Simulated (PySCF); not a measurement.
PySCF 2.14.0, HF/def2-svp, df: Cu(F)(MeCN) (CC#[N]->[Cu][F]), 8 atoms. The geometry is a generated start, not checked to be a minimum at this level.

task: energy
method: hf
basis: def2-svp
two-electron scheme: density fitting
mol.max_memory: 3000 MB
mf.max_cycle: 100
mf.diis_space: 8 (default)
mf.conv_tol: 1e-09 (default)
basis functions: 102

```xyz
8

Cu    -0.7727     1.7614    -1.8196
F     -1.2675     2.8819    -2.9623
C      0.4802    -1.0951     1.1306
C      0.0668    -0.1496     0.1462
N     -0.2665     0.6181    -0.6488
H      0.4006    -0.6511     2.1233
H      1.5151    -1.3863     0.9494
H     -0.1559    -1.9793     1.0812
```

Charge 0 and multiplicity 1 are set for this test and not shown to be the ground state.

With the defaults (mf.init_guess = minao, mf.diis = true, newton = off, mf.level_shift = 0, mf.damp = 0, mf.diis_start_cycle = 1, mf.DIIS = CDIIS) it converges in 14 Fock builds. One run each on 2 threads, 1 BLAS thread, with these changes:
- mf.diis = false, mf.damp = 0.7, mf.diis_start_cycle = 999
- mf.level_shift = 1 Hartree
- mf.init_guess = atom
- newton = Hessian by the SCF's own integrals
- mf.DIIS = ADIIS
- mf.level_shift = 0.1 Hartree
- mf.init_guess = huckel
- mf.init_guess = 1e
- mf.diis = false

Task: Name the settings that don't reach the solution of the defaults.

Result: No convergence: mf.init_guess = 1e; mf.diis = false (the run ends without SCF convergence in 100 cycles). The rest reach the solution of the defaults.

```csv
setting,Fock builds,end
the defaults,14,same solution
mf.init_guess = atom,14,same solution
mf.level_shift = 0.1 Hartree,15,same solution
mf.init_guess = huckel,17,same solution
mf.level_shift = 1 Hartree,25,same solution
mf.DIIS = ADIIS,26,same solution
newton = Hessian by the SCF's own integrals,33,same solution
"mf.diis = false, mf.damp = 0.7, mf.diis_start_cycle = 999",72,same solution
mf.init_guess = 1e,101,no convergence
mf.diis = false,101,no convergence
```

Under newton the count holds the products with the orbital Hessian.
